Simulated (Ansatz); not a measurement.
Base system: Ca in the fcc (Cu type) structure (space group Fm-3m, No. 225; a = 5.5265 Å).

All numbers come from PBE, PAW, 420 eV (Ansatz, a quantum-chemistry and plane-wave program; no SOC).

One change was made to it. Results:

The lattice parameter a decreases by 7.0 pm (552.7 pm → 545.7 pm); the band gap remains zero.

Name the change that was made.
A) pressure 0.7 GPa
B) pressure 0.3 GPa
C) pressure −2 GPa
D) pressure 5 GPa
E) pressure −1 GPa

A, pressure 0.7 GPa. For comparison, the lattice parameter a in the other runs: pressure −1 GPa gives 564.5 pm; pressure −2 GPa gives 580.4 pm; pressure 0.3 GPa gives 549.5 pm; pressure 5 GPa gives 515.3 pm.

Load acts through the strain it causes; cell and atoms are relaxed under it. Stability against distortions was not tested. No other phases were tried under pressure.
